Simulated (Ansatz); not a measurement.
**Al2O3: transverse stress against strain**

Al2O3 (corundum, R-3c, 8.323 Å³/atom at rest, c along z) under a strain ε along a direction in the basal plane (axis x), the other axes held. LDA in Ansatz, a plane-wave DFT program (PAW, default set), 420 eV, 9×9×9 Γ-centred mesh, Fermi-Dirac smearing 0.05 eV; ions are relaxed within the symmetry of each cell. Stress is positive for a compressed cell.

Here s stands for strain and y for stress zz.

| strain (%) | stress zz (GPa) |
|---|---|
| -1.50 | 2.01 |
| -0.75 | 0.98 |
| 0.00 | -0.01 |
| 0.75 | -0.94 |
| 1.50 | -1.82 |
| 3.00 | ? |

Question: Using a straight line, estimate the missing y at s = 3.00 from the other rows, showing the fit.

Answer: Means: s 0, y 0.044. About the means, the sum of products is -7.1850 and the sum of squares of s is 5.6250; the slope is their ratio. Least squares gives y = 0.044 - 1.2773·s. Residuals (row less fit): 0.050, -0.022, -0.054, -0.026, 0.052; standard error 0.056 (degrees of freedom: 3). The slope gives the elastic constant C13 = 128 ± 2 GPa. At the withheld row, y = 0.044 - 1.2773 × 3.00 = -3.788 GPa. The calculation gives -3.40 GPa, 0.388 GPa above the prediction (7.2 % of the range of y in the table). The row lies outside the fitted rows, so this is an extrapolation. From the scatter of the fitted rows alone, a prediction at this place has a standard error of 0.093 GPa, so the miss is 4.2 times that.

One order more, fitted to all 9 runs of the series, follows each within 0.01, so the miss is the next term of a smooth law. Rows are the converged runs of the series near zero and its far end; series whose fitted rows scatter by over a few per cent of the range, as at a crossing or softening among them, aren't shown in this form. Most that stay on the fit to the last digits aren't either.
